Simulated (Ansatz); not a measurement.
The reference is LaRu2 in the cubic Laves (MgCu2 type) structure (space group Fd-3m, No. 227; a = 7.6006 Å).

Calculations: Kohn–Sham DFT with the PBEsol functional, run in Ansatz (a first-principles code) with PAW and 420 eV plane waves, spin-orbit coupling left out.

One change was made to it. Results:

The density shrinks by 0.72 g/cm³, from 10.32 g/cm³ to 9.60 g/cm³; the shortest interatomic distance increases by 0.554 Å (2.687 Å → 3.241 Å); the band gap remains zero.

Task: Which of these changes matches the shifts?
A. Ru → W
B. Ru → Bi
C. Ru → B

Result: B, Ru → Bi. For comparison, the density in the other runs: Ru → B gives 6.79 g/cm³; Ru → W gives 13.71 g/cm³.

No phonon test of stability was made. As relaxed here, LaBi2, LaB2 and LaW2 are hypothetical phases, not in the database extracts checked. The final runs are not spin-polarised. LaW2 has a high density of states at the Fermi level and may be magnetic at this level.
